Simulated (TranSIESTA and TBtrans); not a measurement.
# Li chain bridged by a linear H2 unit along the axis

System: Li chain bridged by a linear H2 unit along the axis. Leads: straight Li chain, spacing 2.95 Å. Geometry: as built, not relaxed. Transport runs along z; the first 6 and the last 6 of the 20 atoms are the lead cells, repeated to infinity.

```xyz
20
Lattice="9.000 0.000 0.000 0.000 9.000 0.000 0.000 0.000 54.950" Properties=species:S:1:pos:R:3 pbc="F F T"
Li     4.500     4.500     0.000
Li     4.500     4.500     2.950
Li     4.500     4.500     5.900
Li     4.500     4.500     8.850
Li     4.500     4.500    11.800
Li     4.500     4.500    14.750
Li     4.500     4.500    17.700
Li     4.500     4.500    20.650
Li     4.500     4.500    23.600
H      4.500     4.500    25.575
H      4.500     4.500    26.425
Li     4.500     4.500    28.400
Li     4.500     4.500    31.350
Li     4.500     4.500    34.300
Li     4.500     4.500    37.250
Li     4.500     4.500    40.200
Li     4.500     4.500    43.150
Li     4.500     4.500    46.100
Li     4.500     4.500    49.050
Li     4.500     4.500    52.000
```

Computed with TranSIESTA and TBtrans, PBE, DZ numerical orbitals (energy shift 0.15 eV), PseudoDojo norm-conserving scalar-relativistic potentials, mesh cutoff 200 Ry, 300 K, no spin polarisation, no spin-orbit coupling; self-consistent non-equilibrium Green functions.

| Property | Result |
|---|---|
| Conductance at 300 K (G0 = 2e²/h) | 0.64 |
| Thermopower (μV/K) | -3.5 |
| Mean T from −0.5 to 0.5 eV | 0.62 |

Energies count from the leads' Fermi level. Transmissions are for one spin of a degenerate pair. The energy step is 0.01 eV; narrower resonances are cut or missed.

| E (eV) | T | lead channels |
|---|---|---|
| -2.00 | 0 | 0 |
| -1.90 | 0 | 0 |
| -1.80 | 0 | 0 |
| -1.70 | 0 | 0 |
| -1.60 | 0 | 0 |
| -1.50 | 0 | 0 |
| -1.40 | 0 | 0 |
| -1.30 | 0 | 0 |
| -1.20 | 0 | 0 |
| -1.10 | 0 | 0 |
| -1.00 | 0.23 | 1 |
| -0.90 | 0.26 | 1 |
| -0.80 | 0.28 | 1 |
| -0.70 | 0.32 | 1 |
| -0.60 | 0.36 | 1 |
| -0.50 | 0.41 | 1 |
| -0.40 | 0.47 | 1 |
| -0.30 | 0.52 | 1 |
| -0.20 | 0.56 | 1 |
| -0.10 | 0.60 | 1 |
| 0.00 | 0.64 | 1 |
| 0.10 | 0.66 | 1 |
| 0.20 | 0.69 | 1 |
| 0.30 | 0.71 | 1 |
| 0.40 | 0.73 | 1 |
| 0.50 | 0.75 | 1 |
| 0.60 | 0.77 | 1 |
| 0.70 | 0.79 | 1 |
| 0.80 | 0.82 | 1 |
| 0.90 | 0.84 | 1 |
| 1.00 | 0.85 | 1 |
| 1.10 | 0.87 | 1 |
| 1.20 | 0.89 | 1 |
| 1.30 | 0.90 | 1 |
| 1.40 | 0.91 | 1 |
| 1.50 | 0.92 | 1 |
| 1.60 | 0.93 | 1 |
| 1.70 | 0.93 | 1 |
| 1.80 | 0.93 | 1 |
| 1.90 | 0.93 | 1 |
| 2.00 | 0.93 | 1 |

The straight chain is held at its spacing; free chains may zigzag or dimerise. No spin-polarised start was tried, so a magnetic state, if there is one, is missed.
